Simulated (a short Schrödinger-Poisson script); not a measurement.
Structure: gated In0.52Al0.48As/In0.53Ga0.47As δ-doped gas in a quantum well, at 300 K.

```tsv
layer	material	thickness (nm)	Na (cm⁻³)
1	In0.52Al0.48As	15	-
2	In0.52Al0.48As	2	-
3	In0.53Ga0.47As	10	-
4	In0.52Al0.48As	4000	1e15
```

The device is made up for the run: typed textbook-type constants, with dimensions and the other settings drawn at random. In0.52Al0.48As: permittivity 12.5, conduction-band edge (eV) 0.52, gap (eV) 1.45, electron mass (mₑ) 0.075, Nv at 300 K (cm⁻³) 1.1e19. In0.53Ga0.47As: permittivity 13.9, conduction-band edge (eV) 0, gap (eV) 0.74, Nv at 300 K (cm⁻³) 7.7e18.

Channel valleys (confinement mass, in-plane density-of-states mass, number): Γ 0.041, 0.041, 1. At the gate the conduction-band edge of layer 1 lies 0.65 eV − eVg above the Fermi level of the channel; the field vanishes at the back. Sheet of ionised δ-doping: +3.4e12 e/cm² at 15 nm from the gate. The barrier under the gate holds no holes. Gaps are held at their typed values at every temperature. Mesh 0.08 nm at interfaces.

From a short Schrödinger-Poisson script (our own, NumPy): 1D Poisson equation in equilibrium, electrons quantum, Hartree plus LDA exchange-correlation (BenDaniel-Duke, 40 states a valley, the channel's in-plane mass for all, wave functions free to enter the barrier), parabolic valleys, classical holes, full ionisation, no traps, pinning or gate leakage.

The same stack at other levels of the model or other numerical settings:

| run | sheet density of all electrons at Vg = 0.4 V (cm⁻²) | sheet density of all electrons at Vg = -0.6 V (cm⁻²) | capacitance at Vg = 0.4 V (μF/cm²) | centroid of the channel electrons at Vg = 0.4 V (nm) | rough cost against the base |
|---|---|---|---|---|---|
| base | 2.84e12 | 2.48e10 | 0.517 | 3.98 | about 1 |
| electrons treated as classical, Boltzmann | 3.46e12 | 5.28e10 | 0.614 | 2.01 | 0.02 |
| electrons treated as classical, Fermi-Dirac | 2.85e12 | 4.99e10 | (withheld) | 3.95 | 0.08 |
| electrons treated as quantum, Hartree | 2.78e12 | (withheld) | 0.514 | 4.02 | about 1 |
| mesh six times as coarse | 2.83e12 | 2.45e10 | 0.517 | 3.96 | 0.3 |
| one subband a valley | 2.78e12 | 2.48e10 | (withheld) | 3.86 | 0.3 |

Problem. Some entries are withheld; supply them.

Solution. 
- electrons treated as quantum, Hartree, sheet density of all electrons at Vg = -0.6 V (cm⁻²): 2.21e10
- electrons treated as classical, Fermi-Dirac, capacitance at Vg = 0.4 V (μF/cm²): 0.499
- one subband a valley, capacitance at Vg = 0.4 V (μF/cm²): 0.489

The classical rows ignore confinement, and Boltzmann statistics overrate the density once the band edge passes the Fermi level.
